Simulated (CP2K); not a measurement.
# Convergence series on CsLi3F4 (C2/m, 16 atoms in the cell)

CsLi$_{3}$F$_{4}$ is modelled in the monoclinic space group C2/m (No. 12), Pearson symbol mS32. Lattice parameters: a = 10.350 Å, b = 5.653 Å, c = 7.982 Å, α = γ = 90.00°, β = 111.89°. Cs on 4i is surrounded by 2 F at 2.834 Å and 4 F at 3.105–3.109 Å and 7 F at 3.292–3.539 Å. Li1 on 4i has 5 F at 2.052–2.078 Å. Li2 on 4i sees 5 F at 1.984–2.059 Å. Li3 on 4i is surrounded by 3 F at 1.938–1.992 Å and 2 F at 2.193 Å. F1 on 4h is coordinated by 4 Li at 1.994–2.078 Å and 2 Cs at 3.292 Å and 2 Cs at 3.539 Å. F2 on 8j has 1 Li at 1.938 Å and 2 Li at 2.052–2.059 Å and 1 Li at 2.193 Å and 2 Cs at 3.105–3.109 Å and 1 Cs at 3.375 Å. F3 on 4i is surrounded by 3 Li at 1.984–2.060 Å and 2 Cs at 2.834 Å and 1 Cs at 3.371 Å. (Neighbours: up to the widest gap in distance over summed covalent radii, below 1.35, at either atom; cation-cation and far metal-metal contacts left out.)
(The calculation used a cell of 16 atoms; values per cell refer to that cell.)

Method: PBEsol, GPW, DZVP-MOLOPT-SR-GTH basis, GTH-PBE potentials (GTH_POTENTIALS) (CP2K 2026.2).

The starting cell comes from a database of computed structures (which also holds hypothetical and non-ambient phases and stackings), without a prior relaxation at this level. Values carry the incompleteness of an atom-centred basis. The potentials were made for another functional than the one used.

Held fixed: REL_CUTOFF = 50 Ry; KPOINTS/SCHEME = MONKHORST-PACK 5 5 3; XC_FUNCTIONAL = PBE:PBESOL; Cs/BASIS_SET = DZVP-MOLOPT-SR-GTH-q9; Cs/POTENTIAL = GTH-PBE-q9; Li/BASIS_SET = DZVP-MOLOPT-SR-GTH-q3; Li/POTENTIAL = GTH-PBE-q3; F/BASIS_SET = DZVP-MOLOPT-SR-GTH-q7; F/POTENTIAL = GTH-PBE-q7; METHOD = GPW; EPS_DEFAULT = 1e-10; NGRIDS = 5; SCF_GUESS = ATOMIC; EPS_SCF = 1e-07; MAX_SCF = 100; ADDED_MOS = 15; MIXING/METHOD = BROYDEN_MIXING; MIXING/ALPHA = 0.4; MIXING/NBUFFER = 12.

ΔF is the free energy per atom less that of the last row (1100 Ry).

| CUTOFF | ΔF (meV/atom) | pressure (GPa) | largest force (eV/Å) | gap on the mesh (eV) |
|---|---|---|---|---|
| 220 Ry | -36.6 | -1.11 | 0.748 | 6.625 |
| 280 Ry | -23.4 | -1.26 | 0.182 | 6.643 |
| 330 Ry | -5.3 | -1.71 | 0.179 | 6.656 |
| 380 Ry | -4.3 | -1.74 | 0.123 | 6.657 |
| 440 Ry | -4.1 | -1.76 | 0.233 | 6.655 |
| 500 Ry | -1.73 | -1.88 | 0.149 | 6.656 |
| 550 Ry | -0.26 | -1.95 | 0.188 | 6.656 |
| 630 Ry | -0.05 | -1.95 | 0.122 | 6.656 |
| 720 Ry | 0.04 | -1.96 | 0.080 | 6.655 |
| 820 Ry | -0.19 | -1.96 | 0.090 | 6.655 |
| 960 Ry | -0.06 | -1.97 | 0.086 | 6.655 |
| 1100 Ry | 0.00 | -1.97 | 0.108 | 6.655 |

Pressure within 0.5 GPa of the last row: from CUTOFF = 330 Ry on; the one before it is off by 0.70 GPa. The value it settles on is -2.0 GPa at this level of theory and with the other settings as held.

Energy within 2 meV/atom of the last row: from CUTOFF = 500 Ry on; the one before it is off by 4.1 meV/atom.

Gaps are taken between levels on the mesh.
